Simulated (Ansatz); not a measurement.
Start from TiC in the rock salt structure (space group Fm-3m, No. 225; a = 4.333 Å).

(Cell as relaxed with PBE.)

Levels (all Ansatz, a first-principles code, PAW): PBE (420 eV, scalar-relativistic without spin-orbit coupling); PBEsol (420 eV, spin-orbit coupling left out).

Each level relaxes its own structure.

```json
[
 {"quantity": "volume per atom", "PBE": "10.17 Å³", "PBEsol": "___"},
 {"quantity": "lattice parameter a", "PBE": "4.333 Å", "PBEsol": "___"},
 {"quantity": "band gap", "PBE": "zero", "PBEsol": "___"}
]
```

Question: What does PBEsol give?

Answer: 
- volume per atom, PBEsol: 9.89 Å³
- lattice parameter a, PBEsol: 4.293 Å
- band gap, PBEsol: zero

PBE's volume per atom lies 0.28 Å³ above PBEsol's (2.8 %); PBE's lattice parameter a lies 0.040 Å above PBEsol's (0.9 %); the two agree on the band gap. Neither level is exact; PBEsol is the comparison here, not a measurement.

Whether these cells are dynamically stable was not tested. The base started in Pnma and relaxed to Fm-3m at this level. The final runs are not spin-polarised.
